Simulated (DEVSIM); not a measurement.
Device: Schottky contact on n-type Si, at 300 K.

Layer 1 from the left is Si, thickness (μm) 0.330, Nd (cm⁻³) 1.8e16, τn (s) 1.2e-7, τp (s) 1.2e-7.

Left contact: Schottky, work function 4.7 eV, emission velocity 2.8e6 cm/s. Right contact: ohmic. Voltage is applied to the left contact. Recombination: SRH at mid-gap, radiative, Auger. Gap narrowing is on: ΔEg = 6.92 meV × (l + √(l² + 0.5)), l = ln(N/1.3e17 cm⁻³), shared equally by both band edges. Mobility is constant in doping.

Constants are typed, rounded textbook-type inputs, not results; the design itself was drawn at random and stands for no fabricated device. Values at 300 K.

Si: gap (eV) 1.124, affinity (eV) 4.05, permittivity 11.7, Nc (cm⁻³) 2.86e19, Nv (cm⁻³) 3.1e19, μn (cm²/Vs) 1417, μp (cm²/Vs) 470, B (cm³/s) 4.7e-15, Cn (cm⁶/s) 2.8e-31, Cp (cm⁶/s) 9.9e-32.

DEVSIM, 1D drift-diffusion, Boltzmann statistics, complete ionisation; no tunnelling, impact ionisation, image-force lowering or self-heating. Metal contacts follow the ideal Schottky-Mott rule: no Fermi-level pinning, no interface dipoles.

Dark forward current:

```
|V| (V)  |J| (A/cm²)
-------  -----------
0.05       0.0008895
0.10        0.007019
0.15         0.04923
0.20          0.3394
0.25           2.328
0.30           15.82
0.35           104.2
0.40           601.1
0.45            2388
```

### Question
Work out the local ideality factor n = ΔV / (kT/q · ln(J2/J1)) between the rows 0.15 and 0.20 V, 0.40 and 0.45 V.

### Answer
kT/q = 25.85 mV. From 0.15 to 0.20 V: ln(0.3394/0.04923) = 1.931, n = 1.00, near the 1 of diffusion or emission over a barrier. From 0.40 to 0.45 V: ln(2388/601.1) = 1.379, n = 1.40; the layers' resistance at their doping, Σ W/(qμN) = 8.1e-6 Ω cm², would take 14 mV of this step of 50 mV.

### Question
Estimate the current at 0.25 V for emission alone, J0 = q v N_band exp(−φB/kT), and read the barrier back from the simulated current.

### Answer
φB = 0.650 eV, N_band = 2.86e19 cm⁻³, J0 = 0.000154 A/cm²; J = J0 (exp(qV/kT) − 1) = 2.44 A/cm². The simulation gives 2.33 A/cm²; the estimate lies 5.0 % above. Read backwards, the simulated current gives an apparent barrier of 0.651 eV. The estimate leaves out transport through the depletion region and minority injection.
